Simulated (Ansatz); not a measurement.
WS2, pressure series

Base system: WS2 in the 2H-MoS2 type structure (space group P6_3/mmc, No. 194; a = 3.154 Å, c = 12.137 Å; layered, stacked along the Cartesian z axis).

Cell and atoms are relaxed at each pressure.

Level of theory: Ansatz (a quantum-chemistry and plane-wave program), PBE-D3(BJ), PAW, cutoff 420 eV, scalar-relativistic without spin-orbit coupling.

```tsv
change	electron mass	width of the top valence band	hole mass
base	–	1.88 eV	0.89 mₑ along c, 0.55 mₑ across (at Γ)
pressure −2 GPa	–	1.72 eV	0.78 mₑ along c, 0.73 mₑ across (at Γ)
pressure −1 GPa	–	1.82 eV	0.84 mₑ along c, 0.61 mₑ across (at Γ)
pressure 0.3 GPa	0.45 mₑ along c, 0.52 mₑ across (off the special points)	1.90 eV	0.90 mₑ along c, 0.54 mₑ across (at Γ)
pressure 0.7 GPa	0.43 mₑ along c, 0.53 mₑ across (off the special points)	1.91 eV	0.92 mₑ along c, 0.52 mₑ across (at Γ)
pressure 1.5 GPa	0.42 mₑ along c, 0.52 mₑ across (off the special points)	1.95 eV	0.95 mₑ along c, 0.49 mₑ across (at Γ)
pressure 3 GPa	0.40 mₑ along c, 0.50 mₑ across (off the special points)	2.00 eV	1.0 mₑ along c, 0.45 mₑ across (at Γ)
pressure 5 GPa	0.38 mₑ along c, 0.47 mₑ across (off the special points)	2.07 eV	1.1 mₑ along c, 0.40 mₑ across (at Γ)
pressure 7.5 GPa	0.37 mₑ along c, 0.45 mₑ across (off the special points)	2.13 eV	1.2 mₑ along c, 0.37 mₑ across (at Γ)
pressure 10 GPa	0.35 mₑ along c, 0.43 mₑ across (off the special points)	2.19 eV	1.3 mₑ along c, 0.34 mₑ across (at Γ)
```

Spin-orbit coupling, missing from the scalar runs, can matter with W. The levels and masses belong to the bands next to the band gap. Load acts through the strain it causes; cell and atoms are relaxed under it. Masses are band curvatures over ±0.01 Å⁻¹ around the edge. No phonon test of stability was made. Competing high-pressure phases were not computed.
